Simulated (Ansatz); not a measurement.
System: interstitial Mg in zinc-blende AlP (charge state +2). Level of theory: PBE, PAW (plane waves to 420 eV; Ansatz, a program for electronic structure).

Settings: 64 host sites, the relaxed PBE lattice, a 2×2×2 k-point mesh shifted by half a step, smearing 0.01 eV, spin-restricted, no image-charge correction. Energies are static. The charge state is imposed; whether it is stable for some Fermi level was not computed. Sites that were not tried may lie lower. The start lies 0.32 eV above the lowest site run (PBE).

Barriers: single points on a 3×3×3 k-point mesh shifted by half a step at the bands' geometries.

Relaxed starting cell (atoms counted from 1):

```xyz
65
Lattice="11.0165 0.0000 0.0000 0.0000 11.0165 0.0000 0.0000 0.0000 11.0165" Properties=species:S:1:pos:R:3 pbc="T T T"
Al    -0.1426    -0.1476    -0.1472
Al    -0.0129    -0.0187     5.4988
Al    -0.0130     5.4980    -0.0181
Al     0.0169     5.5325     5.5331
Al     5.5039    -0.0186    -0.0179
Al     5.5381     0.0113     5.5331
Al     5.5382     5.5325     0.0118
Al     5.5100     5.5042     5.5050
P      1.3775     1.3716     4.0913
P      1.3772     1.3715     9.6697
P      1.3773     6.8798     4.1146
P      1.3775     6.8796     9.6463
P      6.8855     1.3716     4.1146
P      6.8858     1.3714     9.6463
P      6.8857     6.8798     4.1330
P      6.8856     6.8798     9.6279
Al    -0.1418     2.8914     2.8916
Al    -0.0130     2.7621     8.2623
Al    -0.0129     8.2616     2.7625
Al     0.0172     8.2271     8.2279
Al     5.5038     2.7621     2.7625
Al     5.5384     2.7320     8.2280
Al     5.5383     8.2272     2.7327
Al     5.5099     8.2557     8.2562
P      1.3775     4.0907     1.3723
P      1.3773     4.1141     6.8805
P      1.3772     9.6691     1.3720
P      1.3774     9.6457     6.8806
P      6.8856     4.1141     1.3722
P      6.8857     4.1323     6.8806
P      6.8857     9.6457     1.3723
P      6.8856     9.6275     6.8804
Al     2.8971    -0.1485     2.8919
Al     2.7678    -0.0188     8.2623
Al     2.7679     5.4982     2.7626
Al     2.7381     5.5321     8.2281
Al     8.2674    -0.0188     2.7627
Al     8.2333     0.0108     8.2282
Al     8.2332     5.5322     2.7329
Al     8.2615     5.5041     8.2563
P      4.0964     1.3716     1.3724
P      4.1197     1.3717     6.8806
P      4.1198     6.8800     1.3722
P      4.1381     6.8798     6.8807
P      9.6748     1.3719     1.3724
P      9.6515     1.3715     6.8807
P      9.6514     6.8796     1.3724
P      9.6331     6.8800     6.8805
Al     2.8967     2.8910    -0.1473
Al     2.7677     2.7620     5.4987
Al     2.7677     8.2617    -0.0182
Al     2.7377     8.2271     5.5331
Al     8.2673     2.7621    -0.0181
Al     8.2329     2.7318     5.5333
Al     8.2330     8.2270     0.0119
Al     8.2613     8.2556     5.5048
P      4.1351     4.1294     4.1300
P      4.2192     4.2129     9.5473
P      4.2192     9.5462     4.2141
P      4.1352     9.6305     9.6312
P      9.5523     4.2129     4.2142
P      9.6363     4.1293     9.6312
P      9.6363     9.6305     4.1300
P      9.5524     9.5461     9.5473
Mg     1.3776     1.3712     1.3725
```
Cell charge +2.

End state 1 differs by these moves (Å; atoms that move under 0.08 Å are left out):

```tsv
atom	element	Δx	Δy	Δz
1	Al	0.11	0.14	0.13
3	Al	0.04	0.03	-0.15
4	Al	-0.04	0.00	0.13
9	P	0.10	-0.08	0.13
17	Al	0.14	2.54	-0.14
19	Al	0.02	0.14	-0.01
25	P	0.05	0.14	-0.05
33	Al	-0.13	0.14	-0.11
35	Al	0.15	0.03	-0.04
39	Al	-0.13	0.00	0.04
45	P	-0.13	-0.08	-0.10
49	Al	-0.09	-0.21	0.09
52	Al	0.09	0.09	0.04
55	Al	-0.04	0.09	-0.09
58	P	-0.09	-0.08	0.09
59	P	-0.07	0.08	-0.09
64	P	0.09	0.08	0.07
65	Mg	-1.37	1.17	1.38
```

Task: Estimate the forward and backward barriers to end state 1 that PBE, PAW returns for this input.

Result: forward 1.63 eV, backward 0.97 eV; at the saddle point atom 17 has neighbours Al at 2.80, Al at 2.82; Mg at 2.89; P at 2.25, P at 2.31, P at 2.51 Å. The saddle point's order was not checked.
